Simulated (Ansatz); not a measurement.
Start from Al2Cu (space group Fm-3m, No. 225; a cell from a computed database, its experimental status unchecked; relaxed with 0.1 eV smearing).

```
CELL_PARAMETERS angstrom
      0.00000     2.86348     2.86348
      2.86348     0.00000     2.86348
      2.86348     2.86348     0.00000
ATOMIC_POSITIONS crystal
  Al 0.25000 0.25000 0.25000
  Al 0.75000 0.75000 0.75000
  Cu 0.50000 0.50000 0.50000
```

Cartesian axes are those of the cell as printed.

Method: DFT with PBEsol, PAW potentials and a 420 eV plane-wave cutoff in Ansatz (a quantum-chemistry and plane-wave program), no spin-orbit coupling, earlier PAW set.

Base values:

The shortest interatomic distance is 2.480 Å and the pressure is 0.0 GPa.

It is then changed as follows: the symmetric strain tensor [-0.0063 0.0089 -0.0070; 0.0089 0.0038 -0.0035; -0.0070 -0.0035 0.0041], atoms relaxed at fixed cell.

**Question.** What happens to the energy relative to the base, shortest interatomic distance, largest internal atomic displacement and pressure?

**Answer.** The energy rises by 2.2 meV/atom; the shortest interatomic distance shrinks by 0.010 Å, from 2.480 Å to 2.470 Å; the largest internal atomic displacement amounts to 0.015 Å; the pressure (mean of the normal stresses, compression positive) stays essentially unchanged (0.0 GPa against -0.1 GPa).

Stability against distortions was not tested. The base started in I4/mmm and relaxed to Fm-3m at this level. All final runs are without spin polarisation.
